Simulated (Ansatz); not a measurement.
## Equilibrium volume per atom of CuO (model structure, from the WC type, P-6m2, No. 187) at several levels of theory

No measured value is used here.

```json
[
 {"level (code)": "PBE (Ansatz)", "value (Å³/atom)": "9.68"},
 {"level (code)": "PBEsol (Ansatz)", "value (Å³/atom)": "9.20"},
 {"level (code)": "PBE-D3(BJ) (Ansatz)", "value (Å³/atom)": "9.39"},
 {"level (code)": "r²SCAN (Ansatz)", "value (Å³/atom)": "[?]"}
]
```

### Question
Some entries are withheld; supply them.

### Answer

- r²SCAN (Ansatz, a program for electronic structure), value (Å³/atom): 9.30

PBE, PBEsol, PBE-D3(BJ), r²SCAN: the run has no spin polarisation, so it can have missed a magnetic state. Ansatz's density-functional and Hartree–Fock values are scalar-relativistic unless marked +SOC, with PAW data made under PBE.

A model structure was made by putting elements into a prototype or built by hand; it is no filed structure, need not be a known phase, and can be a saddle point held by its symmetry.
